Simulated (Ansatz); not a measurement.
# Effect of biaxial strain +1.67 %, plane normal [111], relaxed out of plane on InP

Base system: InP in the zinc blende structure (space group F-43m, No. 216; a = 5.907 Å). Axes: x, y, z lie along the cube axes.

The change: tensile biaxial strain of 1.67 % in the plane normal to [111], as in epitaxy on a mismatched substrate; the out-of-plane cell vector and the atoms relax.

Calculations: Ansatz (a quantum-chemistry and plane-wave program) r2SCAN, no SOC. k-mesh 10×10×10 (Γ-centred); smearing 0.05 eV (Fermi–Dirac).

```tsv
quantity	base	changed	shift
volume per atom	25.76 Å³	26.38 Å³	+0.62 Å³
space group	F-43m (No. 216)	R3m (No. 160)	–
shortest interatomic distance	2.558 Å	2.562 Å	+0.004 Å
energy relative to the base (free energy F)	0 meV/atom	+6.3 meV/atom	+6.3 meV/atom
pressure (mean of the normal stresses, compression positive)	0.0 kbar	-15.3 kbar	-15.3 kbar
band gap	1.03 eV	0.78 eV	-0.25 eV
gap character	direct at Γ	direct at Γ	–
valence-band top at Γ (three highest levels, from the VBM)	0.00, 0.00, 0.00 eV	0.00, -0.15, -0.15 eV	–
valley order (the lowest conduction-band minima on the path, energy above the VBM, named in the base's zone)	Γ 1.03 eV; L along ⟨111⟩ 1.80 eV; X along ⟨100⟩ 2.04 eV	Γ 0.78 eV; L along [111] 1.41 eV; L along [1-1-1] 1.71 eV; X along [001] 1.94 eV	–
out-of-plane strain	–	-0.95 %	–
ratio −ε⊥/ε∥	–	0.57	–
mean in-plane stress (compression positive)	–	-2.3 GPa	–
```

Final structure (turned so that z lies along the plane normal):

```
CELL_PARAMETERS angstrom
      4.24660     0.00000     0.00000
      2.12330     3.67766     0.00000
      2.12330    -1.22589     3.37814
ATOMIC_POSITIONS crystal
  In 0.00278 0.99861 0.99582
  P  0.49722 0.25139 0.75418
```

No phonon test of stability was made. Labels are those of the standard path for the cell's own space group.
